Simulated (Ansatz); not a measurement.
One hop of C vacancy in 3C silicon carbide, charge 0 (a nearby C jumps into the vacancy, from the lowest site run), by climbing-image NEB in supercells of different size; the k-point mesh changes with the cell. These are PBE, PAW (plane waves to 420 eV; Ansatz, a first-principles code) values and carry that method's errors. Static nuclei, no finite-size correction. Saddle orders were checked for a part of the study's bands only and are not shown. Vacancies start on their lattice site; split forms were not set up.

```csv
Cell and mesh,Hop (Å),Neighbours at the saddle,Barrier (eV)
"64 sites, 3×3×3 shifted, single points at the band's geometries",3.18,"Si at 1.81, 2 Si at 2.11, 2 Si at 2.23 Å",3.70
"216 sites, 2×2×2 shifted, single points at the band's geometries",3.21,"Si at 1.82, 2 Si at 2.10, 2 Si at 2.23 Å",[?]
```

**Question.** Fill in the missing entries.

**Answer.** 
- 216 sites, 2×2×2 shifted, single points at the band's geometries, Barrier (eV): 3.66

From the smallest to the largest cell the barrier changes by -0.04 eV.
